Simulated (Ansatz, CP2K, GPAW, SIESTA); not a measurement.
## Code comparison for a (001) slab of Bi (cut from a parent of space group no. 166; 6 atoms in the cell)

Self-consistent single point.

```yaml
crystal:
  lattice:
    - [4.48175, 0.00000, 0.00000]
    - [-2.24087, 3.88131, 0.00000]
    - [0.00000, 0.00000, 25.50380]
  atoms:
    - { symbol: Bi, position: [0.66667, 0.33333, 0.31368] }
    - { symbol: Bi, position: [0.00000, 0.00000, 0.37630] }
    - { symbol: Bi, position: [0.33333, 0.66667, 0.46869] }
    - { symbol: Bi, position: [0.66667, 0.33333, 0.53131] }
    - { symbol: Bi, position: [0.00000, 0.00000, 0.62370] }
    - { symbol: Bi, position: [0.33333, 0.66667, 0.68632] }
```

Shared settings, as Ansatz (a first-principles code) writes them: kpoints.mp_grid.grid = 5 5 1; scf.occupations.method = fermi_dirac; scf.occupations.width = 0.1 eV. Potentials and cutoffs stand in the table.

```json
[
 {"code": "Ansatz", "model": "PBEsol, PAW files made with PBE", "largest force (eV/Å)": "0.038", "cutoff": "default"},
 {"code": "GPAW", "model": "PBEsol, GPAW PAW datasets PBEsol (made by gpaw-setup)", "largest force (eV/Å)": "0.033", "cutoff": "600 eV"},
 {"code": "CP2K", "model": "PBEsol, GPW, DZVP-MOLOPT-PBE-GTH basis, GTH-PBE potentials (POTENTIAL_UZH)", "largest force (eV/Å)": "0.453", "cutoff": "grid 400 Ry"},
 {"code": "SIESTA", "model": "GGA PBEsol, numerical atomic orbitals DZP, PseudoDojo PBEsol standard norm-conserving potentials (rewritten from UPF to PSML)", "largest force (eV/Å)": "0.302", "cutoff": "grid 350 Ry"}
]
```

Size of the force on each atom (eV/Å): Sizes of forces hide their directions.

| code | Bi1 | Bi2 | Bi3 | Bi4 | Bi5 | Bi6 |
|---|---|---|---|---|---|---|
| Ansatz | 0.036 | 0.024 | 0.038 | 0.038 | 0.024 | 0.036 |
| GPAW | 0.027 | 0.022 | 0.033 | 0.033 | 0.022 | 0.027 |
| CP2K | 0.453 | 0.297 | 0.270 | 0.270 | 0.297 | 0.453 |
| SIESTA | 0.302 | 0.298 | 0.208 | 0.208 | 0.298 | 0.302 |

On Ansatz's run: spin-orbit coupling is off.

The spread over the programs that give each value: largest force within 0.420 eV/Å.

CP2K and SIESTA use small atom-centred bases, whose incompleteness enters pressures, forces and empty levels differently from a plane-wave cutoff. In the force vectors, CP2K (by 0.421) and SIESTA (by 0.275) lie more than 0.08 eV/Å from the median of the plane-wave programs.

The starting cell has typed, rounded lattice constants, without a prior relaxation at this level. The slab is cut from that crystal, and its faces are unrelaxed. Its lattice was rescaled in the plane by a random factor within 2.5 % of one.

Left out of this page: Elk (not drawn, or without a comparable value).

Keys are those of Ansatz 0.2.
